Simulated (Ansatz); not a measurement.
Band structure of RbHgO3 (Pm-3m, 5 atoms in the cell).

```
CELL_PARAMETERS angstrom
      4.39356     0.00000     0.00000
      0.00000     4.39356     0.00000
      0.00000     0.00000     4.39356
ATOMIC_POSITIONS crystal
  Rb 0.00000 0.00000 0.00000
  Hg 0.50000 0.50000 0.50000
  O  0.50000 0.50000 0.00000
  O  0.50000 0.00000 0.50000
  O  0.00000 0.50000 0.50000
```

Method of the run: PBEsol, PAW files made with PBE (plane waves; Ansatz, a program for electronic structure).

Settings: kpoints.mp_grid.grid = 5 5 5; hamiltonian.xc = pbesol; hamiltonian.pseudopotentials = {kind: paw} (the program's default PAW files); scf.occupations.method = fermi_dirac; scf.occupations.width = 0.05 eV; kpoints.band_path.npoints = 8.

The starting cell comes from a database of computed structures (which also holds hypothetical and non-ambient phases and stackings), without a prior relaxation at this level. Its lattice was rescaled by a random factor within 2.5 % of one. Spin-orbit coupling is off.

Levels in eV from the Fermi level, bands 22 to 28:
```tsv
point	22	23	24	25	26	27	28
Γ	-0.49	-0.35	-0.35	-0.35	2.13	7.94	8.20
X	-0.55	-0.55	-0.12	-0.12	5.54	8.11	9.29
M	-0.29	-0.29	0.13	1.88	7.00	9.73	9.73
R	0.15	0.15	1.88	1.88	7.80	7.80	7.80
```

Bands cross the Fermi level along this path, so the cell is metallic at this level.

Keys are those of Ansatz 0.2.
